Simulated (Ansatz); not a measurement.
Results of PBEsol in Ansatz (PAW) for B20 (FeSi-type) CoSi.

Settings: plane-wave cutoff 500 eV, 10×10×10 k mesh, Fermi–Dirac smearing 0.05 eV, no spin polarisation, scalar-relativistic PAW data made under PBE.

Computed at the level's own relaxed cell.

Problem. Predict the equilibrium volume per atom and lattice constant a.

Solution. 
- equilibrium volume per atom = 10.55 Å³/atom
- lattice constant a = 4.386 Å

Measured, for comparison: equilibrium volume per atom 10.97 Å³/atom, lattice constant a 4.444 Å (temperature not stated, not corrected to a static lattice; as tabulated in Wikipedia's data pages). Computed (rounded) less measured: equilibrium volume per atom -3.8 %, lattice constant a -1.3 %. A static lattice is as a rule a little smaller and stiffer than an uncorrected measurement, which narrows the difference in the lattice constant a and would widen misses of the other sign.

Ansatz is an electronic-structure program.
